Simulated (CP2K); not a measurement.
**A self-consistent single point of C (P6_3/mmc, 4 atoms in the cell) with CP2K**

Method: PBE, GPW, DZVP-MOLOPT-SR-GTH basis, GTH-PBE potentials (GTH_POTENTIALS) (CP2K 2026.2).

The input file:

```
&GLOBAL
  PROJECT c
  RUN_TYPE ENERGY_FORCE
  PRINT_LEVEL MEDIUM
&END GLOBAL
&FORCE_EVAL
  METHOD Quickstep
  STRESS_TENSOR ANALYTICAL
  &DFT
    BASIS_SET_FILE_NAME BASIS_MOLOPT
    POTENTIAL_FILE_NAME GTH_POTENTIALS
    &QS
      METHOD GPW
      EPS_DEFAULT 1E-10
    &END QS
    &MGRID
      CUTOFF 400
      REL_CUTOFF 60
      NGRIDS 4
    &END MGRID
    &SCF
      SCF_GUESS ATOMIC
      EPS_SCF 1E-6
      MAX_SCF 100
      ADDED_MOS 4
      &DIAGONALIZATION
        ALGORITHM STANDARD
      &END DIAGONALIZATION
      &MIXING
        METHOD BROYDEN_MIXING
        ALPHA 0.2
        NBUFFER 12
      &END MIXING
      &SMEAR ON
        METHOD GAUSSIAN
        SIGMA [eV] 0.136
      &END SMEAR
    &END SCF
    &KPOINTS
      SCHEME MONKHORST-PACK 15 15 5
    &END KPOINTS
    &XC
      &XC_FUNCTIONAL PBE
      &END XC_FUNCTIONAL
    &END XC
    &PRINT
      &MO
        EIGENVALUES T
        OCCUPATION_NUMBERS T
        NDIGITS 8
        FILENAME mo
        &EACH
          QS_SCF 0
        &END EACH
        ADD_LAST NUMERIC
      &END MO
      &MULLIKEN ON
      &END MULLIKEN
    &END PRINT
  &END DFT
  &SUBSYS
    &CELL
      A 2.46000000 0.00000000 0.00000000
      B -1.23000000 2.13042200 0.00000000
      C 0.00000000 0.00000000 6.71000000
      PERIODIC XYZ
    &END CELL
    &COORD
      C        0.00000000     0.00000000     1.67750000
      C        0.00000000     0.00000000     5.03250000
      C       -0.00000001     1.42028134     1.67750000
      C        1.23000001     0.71014066     5.03250000
    &END COORD
    &KIND C
      BASIS_SET DZVP-MOLOPT-SR-GTH
      POTENTIAL GTH-PBE-q4
    &END KIND
  &END SUBSYS
  &PRINT
    &FORCES ON
    &END FORCES
    &STRESS_TENSOR ON
    &END STRESS_TENSOR
  &END PRINT
&END FORCE_EVAL
```

The program printed (abridged):

```
 GLOBAL| Method name                                                        CP2K
 GLOBAL| Project name                                                          c
 GLOBAL| Run type                                                   ENERGY_FORCE

 CELL| Volume [angstrom^3]:                                            35.166024
 CELL| Vector a [angstrom]:       2.460     0.000     0.000   |a| =     2.460000
 CELL| Vector b [angstrom]:      -1.230     2.130     0.000   |b| =     2.460000
 CELL| Vector c [angstrom]:       0.000     0.000     6.710   |c| =     6.710000
 CELL| Angle (b,c), alpha [degree]:                                    90.000000
 CELL| Angle (a,c), beta  [degree]:                                    90.000000
 CELL| Angle (a,b), gamma [degree]:                                   120.000006
 CELL| Numerically orthorhombic:                                              NO
 CELL| Periodicity                                                           XYZ

 DFT| Spin restricted Kohn-Sham (RKS) calculation                            RKS
 DFT| Multiplicity                                                             1
 DFT| Number of spin states                                                    1
 DFT| Charge                                                                   0
 DFT| XC density smoothing                                                  NONE
 DFT| XC derivatives                                                          PW

 QS| Method:                                                                 GPW
 QS| Density plane wave grid type                        NON-SPHERICAL FULLSPACE
 QS| Number of grid levels:                                                    4
 QS| Density cutoff [a.u.]:                                                200.0
 QS| Multi grid cutoff [a.u.]: 1) grid level                               200.0
   [... lines left out ...]
 BRILLOUIN| Wavefunction type                                            COMPLEX
 BRILLOUIN| List of Kpoints [2 Pi/Bohr]                                      563
 BRILLOUIN| Number           Weight            X              Y              Z
 BRILLOUIN|     1           0.00178       -0.46667       -0.46667       -0.40000
 BRILLOUIN|     2           0.00178       -0.46667       -0.46667       -0.20000
 BRILLOUIN|     3           0.00178       -0.46667       -0.46667        0.00000
   [... 560 lines left out ...]
 *******************************************************************************

 Extrapolation method: initial_guess

 Re-scaling the density matrix to get the right number of electrons
                  # Electrons              Trace(P)               Scaling factor
                           16                16.000                        1.000

 Number of electrons:                                                         16
 Number of occupied orbitals:                                                  8
 Number of molecular orbitals:                                                12

 Number of orbital functions:                                                 52
 Number of independent orbital functions:                                     52
 SCF WAVEFUNCTION OPTIMIZATION

  Step     Update method      Time    Convergence         Total energy    Change
     1 NoMix/Diag. 0.20E+00      -     0.92386214       -22.6455606891 -2.26E+01
     2 Broy./Diag. 0.20E+00      -     0.00873816       -21.8344446031  8.11E-01
     3 Broy./Diag. 0.20E+00      -     0.02824842       -22.6004423308 -7.66E-01
     4 Broy./Diag. 0.20E+00      -     0.00111890       -22.8805113332 -2.80E-01
     5 Broy./Diag. 0.20E+00      -     0.00222409       -22.8026475092  7.79E-02
     6 Broy./Diag. 0.20E+00      -     0.00026537       -22.7823982652  2.02E-02
     7 Broy./Diag. 0.20E+00      -     0.00023062       -22.7821099583  2.88E-04
     8 Broy./Diag. 0.20E+00      -     0.00004598       -22.7822798652 -1.70E-04
     9 Broy./Diag. 0.20E+00      -     0.00000784       -22.7821420008  1.38E-04
    10 Broy./Diag. 0.20E+00      -     0.00000081       -22.7821128815  2.91E-05
  *** SCF run converged in    10 steps ***

  Electronic density on regular grids:        -15.9999999994        0.0000000006
  Core density on regular grids:               15.9999999987       -0.0000000013
  Total charge density on r-space grids:       -0.0000000007
  Total charge density g-space grids:          -0.0000000007

  Overlap energy of the core charge distribution:               0.00000073601088
  Self energy of the core charge distribution:                -53.34003170706085
  Core Hamiltonian energy:                                     16.77891615467244
  Hartree energy:                                              20.79780157050345
  Exchange-correlation energy:                                 -7.01874781091101
  Smearing free energy correction:                             -0.00005182463929
  Fermi energy:                                                 0.20996374821177

  Total energy:                                               -22.78211288147131
  Total energy (extrapolated to sigma->0):                    -22.78208696915167

                     Mulliken Population Analysis

 #  Atom  Element  Kind  Atomic population                           Net charge
       1     C        1          4.000578                             -0.000578
       2     C        1          4.000578                             -0.000578
       3     C        1          3.999422                              0.000578
       4     C        1          3.999422                              0.000578
 # Total charge                             16.000000                  0.000000

 ENERGY| Total FORCE_EVAL ( QS ) energy [hartree]            -22.782105712630486

 FORCES| Atomic forces [hartree/bohr]
 FORCES|   Atom     x               y               z               |f|
 FORCES|      1 -1.96903880E-08 -4.10936298E-08 -5.17359058E-05   5.17359258E-05
 FORCES|      2  1.96903879E-08  4.10936320E-08  5.17359058E-05   5.17359258E-05
 FORCES|      3  1.98850901E-08  4.12289095E-08 -5.45192841E-05   5.45193033E-05
 FORCES|      4 -1.98850878E-08 -4.12289104E-08  5.45192841E-05   5.45193033E-05
 FORCES| Sum     2.22283912E-15  1.31062393E-15  7.14302207E-15
 FORCES| Total atomic force                                       7.59483463E-15

 STRESS| Analytical stress tensor [bar]
 STRESS|                        x                   y                   z
 STRESS|      x        4.20940629566E+04  -1.58457946314E+00   1.33821700997E-05
 STRESS|      y       -1.58457946314E+00   4.20943446609E+04  -7.98718747966E-06
 STRESS|      z        1.33821700997E-05  -7.98718747966E-06   2.72239995426E+04
 STRESS| 1/3 Trace                                             3.71374690534E+04
```

The run converged in 10 iterations.

The starting cell has typed, rounded lattice constants, without a prior relaxation at this level. Values carry the incompleteness of an atom-centred basis. With a pressure of about 4 GPa the cell is away from its equilibrium volume at this level.

Cost on one core of a shared machine: roughly 40 s.
